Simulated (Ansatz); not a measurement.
Base system: TiO₂ in the rutile structure (space group P4_2/mnm, No. 136; a = 4.548 Å, c = 2.917 Å). Axes: x, y, z lie along a, b, c of the conventional cell.

All numbers come from plane-wave PAW DFT at the LDA level (Ansatz, a program for electronic structure, 420 eV), spin-orbit coupling left out.

Strains are applied to the cell and any free atomic positions relax; under biaxial strain the out-of-plane vector relaxes too.

One change was made to it. Results:

The band gap increases by 0.07 eV, from 1.86 eV to 1.93 eV; the pressure (mean of the normal stresses, compression positive) goes from zero to -7.13 GPa; the gap character is still direct at Γ; the width of the top valence band falls by 0.19 eV (1.70 eV → 1.51 eV); the volume per atom rises by 0.43 Å³, from 10.06 Å³ to 10.49 Å³.

Q: Name the change that was made.
A) biaxial strain +2.40 %, plane normal [001], relaxed out of plane
B) biaxial strain +3.00 %, plane normal [001], relaxed out of plane
C) biaxial strain +0.60 %, plane normal [001], relaxed out of plane
D) biaxial strain +1.80 %, plane normal [001], relaxed out of plane

A: B, biaxial strain +3.00 %, plane normal [001], relaxed out of plane. For comparison, the pressure in the other runs: biaxial strain +2.40 %, plane normal [001], relaxed out of plane gives -5.86 GPa; biaxial strain +1.80 %, plane normal [001], relaxed out of plane gives -4.50 GPa; biaxial strain +0.60 %, plane normal [001], relaxed out of plane gives -1.57 GPa.

Stability against distortions was not tested. The final runs are not spin-polarised.
